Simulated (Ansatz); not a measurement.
Given:

```xyz
2
Lattice="0.0000 2.7234 2.7234 2.7234 0.0000 2.7234 2.7234 2.7234 0.0000" Properties=species:S:1:pos:R:3 pbc="T T T"
Zn     0.0000     0.0000     0.0000
Se     4.0851     4.0851     4.0851
```

Calculation: r2SCAN with spin-orbit coupling, rigid bands (plane waves, PAW; Ansatz, an electronic-structure program). Condition of this run: hydrostatic pressure 10 GPa (the target of the relaxation). Cell: cell and atoms relaxed with r2SCAN, then loaded as said.

### Question
Predict the electron conductivity mass (n e² τ/σ) at 300 K, by direction if it differs.

### Answer
0.150 mₑ.

### Question
Predict the hole conductivity mass (n e² τ/σ) at 300 K, by direction if it differs.

### Answer
0.58 mₑ.

### Question
And the band gap?

### Answer
2.27 eV at this level; semilocal functionals usually fall short of the measured gap.

Rigid bands, one relaxation time for all states, no polarons.
